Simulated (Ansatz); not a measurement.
Functionals compared on H on the 1x1 (10-10) surface of wurtzite ZnO (cut with top plane O + Zn), one in a 2x1 cell, started at the site 'top Zn #2', in Ansatz (plane waves, PAW). The structure was relaxed with PBE; the other rows are single points on it, each with its references at the same level. Cutoff 420 eV (500 eV for r2SCAN). The points keep PBE's geometry, so the relaxation of a polaron and the settling of charge on one site are left out. HSE06 used the coarser mesh 3x3x1.

Host crystal: wurtzite ZnO, with a band gap (PBE, scalar-relativistic without spin-orbit coupling).

Slab: 33 atoms, 9.4 Å thick at the start under the adsorbate (thin: gaps and levels are the slab's own); k 3x4x1, smearing 0.01 eV, dipole-corrected; 16 atoms held, the rest relaxed; symmetry of the start imposed; spin-polarised, ending with about 1.0 μB a cell; orders that need a larger cell were not tried, no spin-orbit, no U, no dispersion correction. It is one chosen start, not shown to be the lowest state of the adsorbate. These notes are the PBE run's. r2SCAN: The program's check for a lower electronic state was not made. HSE06: The program's check for a lower electronic state was not made. Adsorption energies are against ½ H2(g). A negative adsorption energy means that the adsorbate is more stable on the surface than in its reference.

```tsv
functional	adsorption energy (eV)	magnetic moment of the cell (μB)
PBE	2.24	1.00
RPBE	[?]	1.00
r2SCAN	2.18	1.00
HSE06	2.34	1.00
```

Question: Some entries are withheld; supply them.

Answer: 
- RPBE, adsorption energy (eV): 2.36

Ansatz is a program for electronic structure.
